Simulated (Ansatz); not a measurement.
# The (311) surface of bcc Nb in its 1x1 cell, outermost plane spacing 0.50 Å in the ideal cut

Calculation: r2SCAN, at the PBE geometry (plane waves to 500 eV, PAW; Ansatz, an electronic-structure program).

Set-up: 22 atoms, 10.5 Å thick at the start (thin: gaps and levels are the slab's own); mesh 9x5x1; 0.1 eV smearing; dipole correction on; single point; on the structure that PBE left under its start's symmetry; no spin, no spin-orbit, no U.

The surface energy (mean of both faces) is 2.55 J/m^2 and the work function of the top face is 3.64 eV. The cost is roughly 14 core-minutes.
